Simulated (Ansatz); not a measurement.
Base system: KF in the rock salt structure (space group Fm-3m, No. 225; a = 5.307 Å). Axes: x, y, z lie along the cube axes.

Structures relaxed with PBEsol/PAW in Ansatz (a first-principles code), spin-orbit coupling left out.

Base:

Simulated powder pattern, Mo Kα, λ = 0.71073 Å (kinematic, ideal powder, no thermal factors, no anomalous dispersion; the 14 strongest lines at most, above 2 %, up to 2θ = 40°):

```json
[
 {"2θ (°)": "13.32", "I/Imax (%)": "23", "hkl": "(111)"},
 {"2θ (°)": "15.39", "I/Imax (%)": "100", "hkl": "(200)"},
 {"2θ (°)": "21.84", "I/Imax (%)": "67", "hkl": "(220)"},
 {"2θ (°)": "25.66", "I/Imax (%)": "11", "hkl": "(311)"},
 {"2θ (°)": "26.83", "I/Imax (%)": "22", "hkl": "(222)"},
 {"2θ (°)": "31.07", "I/Imax (%)": "9.5", "hkl": "(400)"},
 {"2θ (°)": "33.94", "I/Imax (%)": "4.8", "hkl": "(331)"},
 {"2θ (°)": "34.85", "I/Imax (%)": "25", "hkl": "(420)"},
 {"2θ (°)": "38.30", "I/Imax (%)": "17", "hkl": "(422)"}
]
```

After one change:

Simulated powder pattern, Mo Kα, λ = 0.71073 Å (kinematic, ideal powder, no thermal factors, no anomalous dispersion; the 14 strongest lines at most, above 2 %, up to 2θ = 40°):

| 2θ (°) | I/Imax (%) |
|---|---|
| 13.12 | 6.1 |
| 13.50 | 17 |
| 15.49 | 100 |
| 21.74 | 35 |
| 22.21 | 32 |
| 25.88 | 5.3 |
| 26.42 | 5.8 |
| 27.19 | 16 |
| 31.28 | 9.4 |
| 34.78 | 13 |
| 35.39 | 12 |
| 37.85 | 4.6 |
| 38.70 | 8.5 |
| 38.98 | 4.2 |

Question: Name the change that was made.
A. biaxial strain −1.25 %, plane normal [111], relaxed out of plane
B. biaxial strain +2.50 %, plane normal [111], relaxed out of plane
C. biaxial strain +2.08 %, plane normal [111], relaxed out of plane
D. biaxial strain −1.67 %, plane normal [111], relaxed out of plane

Answer: D, biaxial strain −1.67 %, plane normal [111], relaxed out of plane. Its volume per atom is 18.34 Å³ against 18.68 Å³, and its space group is R-3m (No. 166).

Whether these cells are dynamically stable was not tested.
